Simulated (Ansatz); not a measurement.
## WO3 (P4/ncc, No. 130, 16 atoms in the cell; start mp-18773; a measured phase of this formula has another space group)

Computed with PBEsol (plane waves, PAW; Ansatz, a quantum-chemistry and plane-wave program).

Settings: plane-wave cutoff 500 eV, 8×8×6 k mesh (along the axes of the cell as run), gaussian smearing 0.02 eV, no spin polarisation, scalar-relativistic PAW data made under PBE.

Cell (relaxed at this level):

```xyz
16
Lattice="5.2497 0.0000 0.0000 0.0000 5.2497 0.0000 0.0000 0.0000 7.8700" Properties=species:S:1:pos:R:3 pbc="T T T"
W      0.0000     2.6248     1.7079
W      2.6248     0.0000     2.2271
W      2.6248     0.0000     6.1621
W      0.0000     2.6248     5.6429
O      1.5209     1.5209     5.9025
O      1.1039     4.1458     5.9025
O      3.7287     3.7287     5.9025
O      4.1458     1.1039     5.9025
O      1.1039     1.1039     1.9675
O      1.5209     3.7287     1.9675
O      4.1458     4.1458     1.9675
O      3.7287     1.5209     1.9675
O      0.0000     2.6248     7.8235
O      2.6248     0.0000     3.9815
O      2.6248     0.0000     0.0465
O      0.0000     2.6248     3.8885
```

| Item | Value |
|---|---|
| band gap | 1.04 eV (on the SCF k mesh) |

Note: the relaxation could not lower the start's symmetry, so the cell can be a saddle point above a distorted one.

Spin–orbit coupling is not included.

Computed values are for the static lattice.

A start named mp-… is a Materials Project structure, which need not be a measured phase.
